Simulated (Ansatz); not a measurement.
A working Ansatz (an electronic-structure program) input for BaIn (Cmcm, 8 atoms in the cell) (DFT, PBEsol, plane waves, default PAW files made with PBE):

Ansatz 0.2 input:
```yaml
# BaIn
crystal:
  lattice:
    - [4.22063600, -6.48868900, 0.00000000]
    - [4.22063600, 6.48868900, 0.00000000]
    - [0.00000000, 0.00000000, 5.68787800]
  atoms:
    - { symbol: Ba, position_ang: [4.22063600, -2.30244640, 4.26590850] }
    - { symbol: Ba, position_ang: [4.22063600, 2.30244640, 1.42196950] }
    - { symbol: Ba, position_ang: [4.22063600, 4.86794426, 4.26590850] }
    - { symbol: Ba, position_ang: [4.22063600, -4.86794426, 1.42196950] }
    - { symbol: In, position_ang: [2.54875767, -0.99354806, 1.42196950] }
    - { symbol: In, position_ang: [5.89251433, 0.99354806, 4.26590850] }
    - { symbol: In, position_ang: [2.54875767, 0.99354806, 4.26590850] }
    - { symbol: In, position_ang: [5.89251433, -0.99354806, 1.42196950] }
kpoints:
  mp_grid: { grid: [3, 3, 4] }
hamiltonian:
  xc: pbesol
  pseudopotentials: { kind: paw }
scf:
  occupations: { method: fermi_dirac, width: 0.136 }
output:
  forces: true
  eigenvalues: true
  stress: true
```

The run converged in 7 iterations: free energy E − TS (on the zero of these files) -45555.7436 eV; Fermi level (on the code's own zero) 8.03 eV; pressure -2.64 GPa; largest force (vector length) 0.213 eV/Å. Each of these slips is then made, one at a time:

(1)
```diff
-    - { symbol: In, position_ang: [2.54875767, -0.99354806, 1.42196950] }
+    - { symbol: In2+, position_ang: [2.54875767, -0.99354806, 1.42196950] }
```

(2)
```diff
+  convergence: { dr2_threshold: 1.0e+00 eV }
```

(3)
```diff
-# BaIn
+# Ba5In4
+    - { symbol: Ba, position_ang: [4.22063600, -4.86794426, 1.42196950] }
```

Question: How does each altered input end?

Answer: 
(1) A mistyped element symbol. The program stopped before any SCF iteration.
```
Error: YAML parse error: error: line 12 column 17: `In2+` is not an element symbol (H … Og, case-exact)
  --> <input>:12:17
   |
10 |     - { symbol: Ba, position_ang: [4.22063600, 4.86794426, 4.26590850] }
11 |     - { symbol: Ba, position_ang: [4.22063600, -4.86794426, 1.42196950] }
12 |     - { symbol: In2+, position_ang: [2.54875767, -0.9935480 [...]
```

(2) A convergence threshold that is too loose. The run converged in 6 iterations, and against the sound input the free energy is nearly the same (within 1 meV/atom), the pressure stays at -2.64 GPa and the largest force stays at 0.213 eV/Å. The full log also holds (shortened here): “iter 2 did not close the SCF: its close was put off for the readings that it lacked (scf_convergence_deferred on its scf_iter line)” and “iter 3 did not close the SCF: its close was put off for the readings that it lacked (scf_convergence_deferred on its scf_iter line)”.

(3) One atom entered twice. The program stopped before any SCF iteration.
```
Error: atoms 3 (Ba) and 8 (Ba) coincide: fractional positions [0.8751099998782497, 0.12489000012175033, 0.25000000000000006] and [0.8751099998782497, 0.12489000012175033, 0.25000000000000006] are 0.00e0 Å apart, within the symmetry tolerance 1e-5 (fractional) on every axis — remove the duplicate or separate the sites (indices count the expanded ato [...]
```

The starting cell comes from a database of computed structures (which also holds hypothetical and non-ambient phases and stackings), without a prior relaxation at this level. Its lattice was rescaled by a random factor within 2.5 % of one. Ansatz's pressure includes its estimate of the finite-basis (Pulay) stress.

Left out of this page: 3 runs of the series outside the window shown, repeating another row's setting, or not comparable; 1 run of the series stopped by limits of time or memory.
